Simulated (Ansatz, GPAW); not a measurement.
InSe (P6_3/mmc, 8 atoms in the cell) computed with different codes at matched settings

Self-consistent single point.

```xyz
8
Lattice="3.9924 0.0000 0.0000 -1.9962 3.4575 0.0000 0.0000 0.0000 17.2158" Properties=species:S:1:pos:R:3 pbc="T T T"
In     0.0000     2.3050     5.6864
In     1.9962     1.1525    11.5294
In     1.9962     1.1525    14.2943
In     0.0000     2.3050     2.9215
Se     0.0000     2.3050    10.2833
Se     1.9962     1.1525     6.9325
Se     1.9962     1.1525     1.6754
Se     0.0000     2.3050    15.5404
```

Shared settings, as Ansatz (a first-principles code) writes them: kpoints.mp_grid.grid = 4 4 1; scf.occupations.method = fermi_dirac; scf.occupations.width = 0.01 eV. Potentials and cutoffs stand in the table.

| code | model | pressure (GPa) | largest force (eV/Å) | gap on the mesh (eV) | cutoff |
|---|---|---|---|---|---|
| Ansatz | PBE, PAW files | 3.79 | 0.487 | 0.627 | default |
| GPAW | PBE, GPAW PAW datasets PBE (gpaw-data 1.0.1) | 3.45 | 0.465 | 0.620 | 550 eV |

Size of the force on each atom (eV/Å): Sizes of forces hide their directions.

```json
[
 {"code": "Ansatz", "In1": "0.248", "In2": "0.248", "In3": "0.248", "In4": "0.248", "Se5": "0.487", "Se6": "0.487", "Se7": "0.487", "Se8": "0.487"},
 {"code": "GPAW", "In1": "0.267", "In2": "0.267", "In3": "0.267", "In4": "0.267", "Se5": "0.465", "Se6": "0.465", "Se7": "0.465", "Se8": "0.465"}
]
```

Gaps are read on the mesh.

The spread over the programs that give each value: pressure within 0.34 GPa; largest force within 0.022 eV/Å; gap on the mesh within 0.007 eV.

Ansatz's pressure is given at a fixed set of plane waves, as the other plane-wave codes print theirs.

On the base mesh (5 5 1) the same programs gave: Ansatz pressure 3.63 GPa, gap on the mesh 0.630 eV; GPAW pressure 3.28 GPa, gap on the mesh 0.623 eV.

The starting cell comes from a database of computed structures (which also holds hypothetical and non-ambient phases and stackings), without a prior relaxation at this level. Its lattice was rescaled by a random factor within 2.5 % of one.

Left out of this page: CP2K (on another mesh); Elk (not drawn, or without a comparable value).

Keys are those of Ansatz 0.2.
